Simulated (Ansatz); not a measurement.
## Smallest direct gap on the k points sampled of CdTiO3 (model structure, from the tetragonal perovskite type, P4mm, No. 99) at several levels of theory

No measured value is used here.

```
level (code)         value (eV)
-------------------  ----------
LDA (Ansatz)                  …
PBEsol+SOC (Ansatz)        1.33
HSE06+SOC (Ansatz)         2.94
PBE0 (Ansatz)              3.67
```

Fill in the missing entries.


- LDA (Ansatz, an electronic-structure program), value (eV): 1.27

Computed values are for a static lattice. Levels without +SOC have no spin–orbit coupling; where heavier elements are present it shifts gaps, mostly down, and can invert bands.  Values are at the PBEsol cell. Cutoffs and k meshes differ between the levels. Ansatz's density-functional and Hartree–Fock values are scalar-relativistic unless marked +SOC, with PAW data made under PBE.

A model structure was made by putting elements into a prototype or built by hand; it is no filed structure, need not be a known phase, and can be a saddle point held by its symmetry.
